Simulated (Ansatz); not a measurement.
# A computed series for LiAlH4: pressure series

Base system: LiAlH4 (space group I4_1/a, No. 88; a = 4.5650 Å, c = 10.2769 Å; a cell from a computed database, its experimental status unchecked).

Cell and atoms are relaxed at each pressure.

Method: r2SCAN in Ansatz (plane waves to 500 eV, PAW, scalar-relativistic without spin-orbit coupling).

Two rows of this table had their results exchanged by mistake.

| pressure | volume per atom (Å³) | shortest distance (Å) | band gap |
|---|---|---|---|
| pressure −2 GPa | 9.90 | 1.641 | 4.74 eV |
| pressure −1 GPa | 9.34 | 1.638 | 4.64 eV |
| pressure 0.9 GPa | 8.63 | 1.632 | 4.50 eV |
| pressure 2.1 GPa | 8.29 | 1.628 | 4.41 eV |
| pressure 4.5 GPa | 5.98 | 1.592 | 3.03 eV |
| pressure 9 GPa | 7.09 | 1.613 | 3.86 eV |
| pressure 22.5 GPa | 7.77 | 1.622 | 4.21 eV |
| pressure 30 GPa | 5.60 | 1.582 | 2.68 eV |

**Question.** Which two?

**Answer.** The rows for pressure 4.5 GPa and pressure 22.5 GPa: the volume has to fall steadily with pressure, so 7.77 Å³ belongs to pressure 4.5 GPa and 5.98 Å³ to pressure 22.5 GPa.

Load acts through the strain it causes; cell and atoms are relaxed under it. Stability against distortions was not tested. No other phases were tried under pressure. The base started in C2/c and relaxed to I4_1/a at this level.

Ansatz is a quantum-chemistry and plane-wave program.
